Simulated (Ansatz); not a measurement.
The parent structure is Si in the diamond structure (space group Fd-3m, No. 227; a = 5.4338 Å).

Structures relaxed with PBEsol in Ansatz (plane waves to 420 eV, PAW, scalar-relativistic without spin-orbit coupling).

Base:

Simulated powder pattern, Mo Kα, λ = 0.71073 Å (kinematic, ideal powder, no thermal factors, no anomalous dispersion; the 14 strongest lines at most, above 2 %, up to 2θ = 40°):

```
2θ (°)  I/Imax (%)    hkl
------  ----------  -----
13.01          100  (111)
21.32           75  (220)
25.05           47  (311)
30.33           13  (400)
33.13           20  (331)
37.37           27  (422)
39.73           14  (511)
```

After one change:

Simulated powder pattern, Mo Kα, λ = 0.71073 Å (kinematic, ideal powder, no thermal factors, no anomalous dispersion; the 14 strongest lines at most, above 2 %, up to 2θ = 40°):

```csv
2θ (°),I/Imax (%)
10.61,4.7
12.66,100
14.63,6.5
15.42,2.2
20.74,76
24.37,51
29.50,13
32.21,21
33.07,2.5
36.34,26
38.62,15
```

Problem. Name the change that was made.
(A) x(Ge) = 0.75, 4 atoms, P-4m2
(B) x(Ge) = 0.667, 6 atoms, I-4m2
(C) x(Ge) = 0.375, 8 atoms, Pmm2

Solution. B, x(Ge) = 0.667, 6 atoms, I-4m2. Its volume per atom is 21.76 Å³ against 20.05 Å³, and its space group is I-4m2 (No. 119).

These are small ordered cells, not random alloys; other orderings at the same x differ. Stability against distortions was not tested.

Ansatz is an electronic-structure program.
